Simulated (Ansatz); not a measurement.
# How far to go with the k-point mesh: CuPd (P4mm, 2 atoms in the cell)

```
CELL_PARAMETERS angstrom
      2.96552     0.00000     0.00000
      0.00000     2.96552     0.00000
      0.00000     0.00000     2.96552
ATOMIC_POSITIONS crystal
  Cu 0.00000 0.00000 0.01686
  Pd 0.50000 0.50000 0.50000
```

Computed with PBEsol, default PAW files made with PBE (plane waves; Ansatz, a program for electronic structure).

Base settings: basis.ecutwfc = 420 eV; kpoints.mp_grid.grid = 11 11 11; hamiltonian.xc = pbesol; hamiltonian.pseudopotentials = {kind: paw} (the program's default PAW files); scf.occupations.method = gaussian; scf.occupations.width = 0.1 eV.

The second cell is the first with its lattice scaled by 0.98.

Only quantities that move along the ladder and can be compared are tabulated.

The count of work is k-points × plane waves × bands × iterations; it is no time. Core times come from one kind of shared machine, to one figure; runs under 30 s give none.

The starting cell comes from a database of computed structures (which also holds hypothetical and non-ambient phases and stackings), without a prior relaxation at this level. Its lattice was rescaled by up to half a per cent. One atom was moved a little off its site on purpose. Spin polarisation is off. Ansatz's pressure includes its estimate of the finite-basis (Pulay) stress.

| kpoints.mp_grid.grid | free energy less the last step's (meV/atom) | energy of the compressed cell less the first (meV/atom) | pressure (GPa) | largest difference of a force vector from the last step's (eV/Å) | count of work / last | core time / last (rough) |
|---|---|---|---|---|---|---|
| 2 2 2 | 1204.72 | 150.08 | 24.44 | 0.287 | 0.0050 | – |
| 3 3 3 | -116.59 | 15.66 | -2.74 | 0.051 | 0.0017 | – |
| 4 4 4 | 74.93 | 35.99 | 1.39 | 0.015 | 0.0050 | – |
| 5 5 5 | 2.70 | 24.07 | -1.06 | 0.010 | 0.0050 | – |
| 6 6 6 | 0.40 | 29.60 | 0.06 | 0.009 | 0.011 | – |
| 7 7 7 | 4.47 | 25.32 | -0.58 | 0.011 | 0.011 | – |
| 8 8 8 | -1.00 | 27.12 | -0.41 | 0.012 | 0.021 | – |
| 9 9 9 | 4.14 | 26.78 | -0.48 | 0.002 | 0.021 | – |
| 10 10 10 | -1.49 | 26.98 | -0.45 | 0.005 | 0.035 | – |
| 11 11 11 | 1.32 | 26.81 | -0.44 | 0.001 | 0.035 | – |
| 12 12 12 | -0.77 | 26.39 | -0.56 | 0.004 | 0.054 | – |
| 13 13 13 | 0.68 | 26.99 | -0.43 | 0.001 | 0.054 | – |
| 14 14 14 | 0.09 | 26.48 | -0.52 | 0.001 | 0.080 | – |
| 16 16 16 | -0.15 | 26.55 | -0.51 | 0.001 | 0.11 | – |
| 19 19 19 | -0.06 | 26.69 | -0.49 | 0.001 | 0.15 | – |
| 22 22 22 | 0.10 | 26.68 | -0.48 | 0.000 | 0.26 | 0.3 |
| 24 24 24 | -0.02 | 26.69 | -0.49 | 0.000 | 0.33 | 0.3 |
| 27 27 27 | 0.03 | 26.61 | -0.50 | 0.000 | 0.41 | 0.4 |
| 29 29 29 | -0.01 | 26.62 | -0.50 | 0.000 | 0.50 | 0.5 |
| 33 33 33 | 0.00 | 26.64 | -0.49 | 0.000 | 0.72 | 0.8 |
| 36 36 36 | 0.00 | 26.62 | -0.50 | 0.000 | 1.0 | 1 |

Coarsest kpoints.mp_grid.grid that holds the forces within 0.02 eV/Å of the last step, with all finer ones: 4 4 4, at 0.0050 of the last step's count of work; the step before is off by 0.051 eV/Å.

Coarsest kpoints.mp_grid.grid that holds the energy of the compressed cell less the first within 1 meV/atom of the last step, with all finer ones: 8 8 8, at 0.021 of the last step's count of work; the step before is off by 1.3 meV/atom.

Coarsest kpoints.mp_grid.grid that holds the pressure within 0.05 GPa of the last step, with all finer ones: 14 14 14, at 0.080 of the last step's count of work; the step before is off by 0.07 GPa.

The energy difference between the two cells stays within 1 meV/atom of the last step's from 8 8 8 on, the total only from 12 12 12 on: much of the error is common to both cells and cancels.

Keys are those of Ansatz 0.2.
